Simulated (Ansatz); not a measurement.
## PtGe, response to strain

Take PtGe (space group Pnma, No. 62) as the base.

```
PtGe
1.0
    5.77163     0.00000     0.00000
    0.00000     3.71292     0.00000
    0.00000     0.00000     6.12806
Pt Ge
4 4
Direct
  0.99647   0.25000   0.19330
  0.49647   0.25000   0.30670
  0.00353   0.75000   0.80670
  0.50353   0.75000   0.69330
  0.18674   0.25000   0.58715
  0.68674   0.25000   0.91285
  0.81326   0.75000   0.41285
  0.31326   0.75000   0.08715
```

Cartesian axes are those of the cell as printed.

Strains are applied to the cell and any free atomic positions relax; under biaxial strain the out-of-plane vector relaxes too.

Method: Ansatz (a first-principles code) r2SCAN, spin-orbit coupling left out, earlier PAW set.

Notes on the quantities. pressure: mean of the normal stresses, compression positive.

```json
[
 {"case": "base", "volume per atom": "16.42 Å³", "pressure": "0.0 GPa"},
 {"case": "biaxial strain −0.26 %, plane normal [001], relaxed out of plane", "volume per atom": "16.38 Å³", "pressure": "0.4 GPa"},
 {"case": "isotropic strain +0.48 %", "volume per atom": "16.65 Å³", "pressure": "-2.2 GPa"},
 {"case": "uniaxial strain ε_yy = +4.95 %", "volume per atom": "17.23 Å³", "pressure": "-6.7 GPa"}
]
```

Without a gap, meshes like the base's 8×13×8 leave anisotropic stresses uncertain by several tenths of a GPa, and small strain energies with them. Stability against distortions was not tested. The final runs are not spin-polarised.
